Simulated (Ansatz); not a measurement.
## A computed series for BeSe: pressure series

Base system: BeSe in the zinc blende structure (space group F-43m, No. 216; a = 5.129 Å).

Cell and atoms are relaxed at each pressure.

Computed with plane-wave PAW DFT at the PBEsol level (Ansatz, a program for electronic structure, 420 eV), spin-orbit coupling left out.

Candidates:
(a) pressure 0.3 GPa
(b) pressure −1 GPa
(c) pressure 7.5 GPa
(d) pressure 5 GPa

For the base:

- Smallest direct gap: 4.28 eV

### Question
Order them by smallest direct gap, highest first.

### Answer
(c) pressure 7.5 GPa (4.84 eV), (d) pressure 5 GPa (4.71 eV), (a) pressure 0.3 GPa (4.31 eV), (b) pressure −1 GPa (4.19 eV)

Load acts through the strain it causes; cell and atoms are relaxed under it. Whether these cells are dynamically stable was not tested. No other phases were tried under pressure.
